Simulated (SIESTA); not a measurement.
Checking a run of SIESTA on SbPb₃S₄ (Pm, 8 atoms in the cell). The aim is a self-consistent single point with DFT, LDA PW92, numerical atomic orbitals TZP, PseudoDojo LDA standard norm-conserving potentials (rewritten from UPF to PSML).

Input:

```
# files in the folder: Sb.psml Pb.psml S.psml (PseudoDojo LDA standard)
SystemName  SbPb3S4
SystemLabel sbpb3s4

NumberOfAtoms                8
NumberOfSpecies              3
%block ChemicalSpeciesLabel
  1 51 Sb
  2 82 Pb
  3 16 S
%endblock ChemicalSpeciesLabel
LatticeConstant              1.0 Ang
%block LatticeVectors
     4.211540000    0.000000000    0.000000000
     0.000000000    4.273390000    0.000000000
    -1.088379000    0.000000000   17.517361000
%endblock LatticeVectors
AtomicCoordinatesFormat      ScaledCartesian
%block AtomicCoordinatesAndAtomicSpecies
     0.487808132    2.136695000   15.985818128  1
     0.401821209    2.136695000    4.391777576  2
     2.738369559    0.000000000   13.107715715  2
     2.538250385    0.000000000    1.461473428  2
     0.300547939    2.136695000    1.661872038  3
     2.920663400    0.000000000   15.805914830  3
     2.451016541    0.000000000    4.206268723  3
     0.654219834    2.136695000   13.448428387  3
%endblock AtomicCoordinatesAndAtomicSpecies

XC.functional                LDA
XC.authors                   PW92
PAO.BasisSize                TZP
PAO.EnergyShift              0.01 Ry
MeshCutoff                   300 Ry
%block kgrid.MonkhorstPack
    4   0   0  0.5
    0   4   0  0.5
    0   0   1  0.5
%endblock kgrid.MonkhorstPack
OccupationFunction           FD
ElectronicTemperature        23209.04 K

MaxSCFIterations             150
SCF.Mixer.Method             Pulay
SCF.Mixer.Weight             0.1
SCF.Mixer.History            6
SCF.DM.Tolerance             1.0E-04
Diag.ParallelOverK           true
WriteForces                  true
Charge.Mulliken              end
```

The program printed (abridged):

```
reinit: Reading from file input.fdf

reinit: System Name: SbPb3S4
reinit: System Label: sbpb3s4

coor:   Atomic-coordinates input format  =     Cartesian coordinates
coor:                                          (in units of alat)

siesta: Atomic coordinates (Bohr) and species
   [... lines left out ...]
diag: Absolute tolerance                            =  0.100E-15
diag: Orthogonalization factor                      =  0.100E-05
diag: Memory factor                                 =  1.0000

superc: Internal auxiliary supercell:     5 x     5 x     3  =      75
superc: Number of atoms, orbitals, and projectors:    600  11700  10800

                        Single-point calculation

superc: Internal auxiliary supercell:     5 x     5 x     3  =      75
superc: Number of atoms, orbitals, and projectors:    600  11700  10800

outcell: Unit cell vectors (Ang):
        4.211540    0.000000    0.000000
        0.000000    4.273390    0.000000
       -1.088379    0.000000   17.517361

outcell: Cell vector modules (Ang)   :    4.211540    4.273390   17.551140
outcell: Cell angles (23,13,12) (deg):     90.0000     93.5553     90.0000
outcell: Cell volume (Ang**3)        :    315.2696
new_DM -- step:     1
Initializing Density Matrix...

Attempting to read DM from file... Failed...
DM filled with atomic data:

InitMesh: MESH = 48 x 48 x 192 = 442368
InitMesh: Mesh cutoff (required, used) =   300.000   332.022 Ry

stepf: Fermi-Dirac step function
        iscf     Eharris(eV)        E_KS(eV)     FreeEng(eV)     dDmax    Ef(eV) dHmax(eV)
   scf:    1    -9359.703369    -9375.256479    -9429.112738  0.821910 -3.778987  6.904176
   scf:    2    -9375.180868    -9375.746582    -9429.473743  0.079152 -3.923774  5.485064
   scf:    3    -9376.036773    -9376.139203    -9429.840288  0.026446 -3.953960  3.527155
   scf:    4    -9376.682055    -9376.444479    -9430.093331  0.029002 -4.044449  2.439775
   scf:    5    -9377.058918    -9376.786469    -9430.308940  0.059808 -4.249315  0.696917
   [... 6 lines left out ...]
   scf:   12    -9376.931614    -9376.933250    -9430.354324  0.001031 -4.327635  0.002567
   scf:   13    -9376.932511    -9376.932880    -9430.354325  0.000165 -4.327402  0.001483
   scf:   14    -9376.931936    -9376.932408    -9430.354325  0.000156 -4.327219  0.001078
   scf:   15    -9376.931985    -9376.932197    -9430.354325  0.000066 -4.327195  0.000872
SCF Convergence by DM+H criterion
max |DM_out - DM_in|         :     0.0000658655
max |H_out - H_in|      (eV) :     0.0008719185
SCF cycle converged after 15 iterations

Using DM_out to compute the final energy and forces

siesta: E_KS(eV) =            -9376.9322

siesta: E_KS - E_eggbox =     -9376.9322

siesta: Atomic forces (eV/Ang):
     1    0.680750    0.000000    1.709949
     2   -0.090967    0.000000    1.258693
     3   -0.038322    0.000000   -1.436450
     4   -0.281679   -0.000000   -1.008223
     5    0.243731   -0.000000   -0.840792
     6   -0.670228   -0.000000    0.962174
     7    0.102203    0.000000    0.824810
     8    0.053488   -0.000000   -1.470583
   Tot   -0.001024   -0.000000   -0.000423
   Max    1.709949
   [... lines left out ...]
siesta: FreeEng =     -9430.354325
siesta: Cell volume =        315.269632 Ang**3
siesta:          59.61937568         46.15903779  kBar
   [... lines left out ...]

mulliken: Qtot =       81.000

Mulliken Atomic Populations:
Atom #   charge [q] valence [e]  Species
     1    -0.072838   15.072838  Sb
     2    -0.234564   14.234564  Pb
     3    -0.296668   14.296668  Pb
     4    -0.464667   14.464667  Pb
     5     0.305994    5.694006  S
     6     0.256082    5.743918  S
     7     0.276741    5.723259  S
     8     0.229920    5.770080  S
 Total     0.000000
```

Q: Can these results be used? Check the input.

A: The run is not sound. The fault is a smearing width that is far too large. A width of many tenths of an electronvolt moves electrons far across the Fermi level or the gap, and the free energy and its derivatives carry a large smearing term. To fix it, use a width small against the gap or band features. The run converged in 15 iterations without an error; against the sound input the free energy drops by 3.12 eV/atom, the pressure goes from -3.10 to 5.96 GPa and the largest force goes from 0.602 to 1.840 eV/Å.

The sound input it was made from differs as follows (other fixes are possible):
```diff
-ElectronicTemperature        23209.04 K
+ElectronicTemperature        1160.45 K
```

With that input, the run converged in 14 iterations: free energy E − TS -9405.3553 eV; Fermi level (on the code's own zero) -3.33 eV; pressure -3.10 GPa; largest force (vector length) 0.602 eV/Å (DFT, LDA PW92, numerical atomic orbitals TZP, PseudoDojo LDA standard norm-conserving potentials (rewritten from UPF to PSML)).

On the sound input: the starting cell comes from a database of computed structures (which also holds hypothetical and non-ambient phases and stackings), without a prior relaxation at this level. Values carry the incompleteness of an atom-centred basis. With a pressure of about -3 GPa the cell is away from its equilibrium volume at this level. Without a gap this mesh is coarse (it stands for a supercell whose shortest vector is 17 Å).
